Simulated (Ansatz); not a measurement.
Seebeck coefficient (μV/K, mean over directions) of n-type SrO (Fm-3m) against carrier density, PBE, rigid bands in Ansatz (an electronic-structure program). Computed gap 3.31 eV; densities at which minority carriers matter at this gap, or further valleys turn the trend, are left out. Conductivity mass 0.52 mₑ (harmonic mean over directions), N_c = 3.3e19 cm⁻³ at 300 K.

```json
[
 {"electron density": "1e16 cm⁻³", "300 K": "-914", "500 K": "-980"},
 {"electron density": "1e17 cm⁻³", "300 K": "-715", "500 K": "-782"},
 {"electron density": "1e18 cm⁻³", "300 K": "-517", "500 K": "-583"},
 {"electron density": "3e18 cm⁻³", "300 K": "-423", "500 K": "…"},
 {"electron density": "1e19 cm⁻³", "300 K": "-321", "500 K": "…"},
 {"electron density": "3e19 cm⁻³", "300 K": "-231", "500 K": "-293"},
 {"electron density": "1e20 cm⁻³", "300 K": "-141", "500 K": "-197"},
 {"electron density": "3e20 cm⁻³", "300 K": "-78", "500 K": "…"},
 {"electron density": "1e21 cm⁻³", "300 K": "-36", "500 K": "-60"}
]
```

Task: Complete the blanks.

Result: 
- 3e18 cm⁻³, 500 K: -489
- 1e19 cm⁻³, 500 K: -386
- 3e20 cm⁻³, 500 K: -120

Rigid bands with a gap fixed in temperature, one relaxation time for all states, no polarons or phonon drag, and whether or not such doping can be reached. Spin-orbit coupling is left out. Geometry: cell and atoms relaxed with PBEsol.
